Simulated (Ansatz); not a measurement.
**A15 Nb3Sn (cubic form, which distorts at low temperature)**

These are r²SCAN-D4 (plane waves, PAW; Ansatz, a first-principles code) values and carry that method's errors.

Settings: plane-wave cutoff 560 eV, 10×10×10 k mesh, Fermi–Dirac smearing 0.05 eV, no spin polarisation, scalar-relativistic PAW data made under PBE.

Cell (relaxed at this level):

```yaml
crystal:
  lattice:
    - [5.29409, 0.00000, 0.00000]
    - [0.00000, 5.29409, 0.00000]
    - [0.00000, 0.00000, 5.29409]
  atoms:
    - { symbol: Nb, position: [0.25000, 0.00000, 0.50000] }
    - { symbol: Nb, position: [0.50000, 0.25000, 0.00000] }
    - { symbol: Nb, position: [0.50000, 0.75000, 0.00000] }
    - { symbol: Nb, position: [0.75000, 0.00000, 0.50000] }
    - { symbol: Nb, position: [0.00000, 0.50000, 0.75000] }
    - { symbol: Nb, position: [0.00000, 0.50000, 0.25000] }
    - { symbol: Sn, position: [0.50000, 0.50000, 0.50000] }
    - { symbol: Sn, position: [0.00000, 0.00000, 0.00000] }
```

For A15 Nb3Sn (cubic form, which distorts at low temperature), the bulk modulus is 172 GPa and the band gap comes out as zero (no gap). The pressure derivative B′ of the bulk modulus is 4.1.

Measured, for comparison: bulk modulus 165 GPa (4 K, zero-point motion not removed; as tabulated in Lu and Klein (1997), arXiv:cond-mat/9704251). Computed (rounded) less measured: bulk modulus +4 %.

Note: symmetry holds this phase in the static calculation, where it need not be a minimum.

Spin–orbit coupling is not included.

Computed values are for the static lattice.
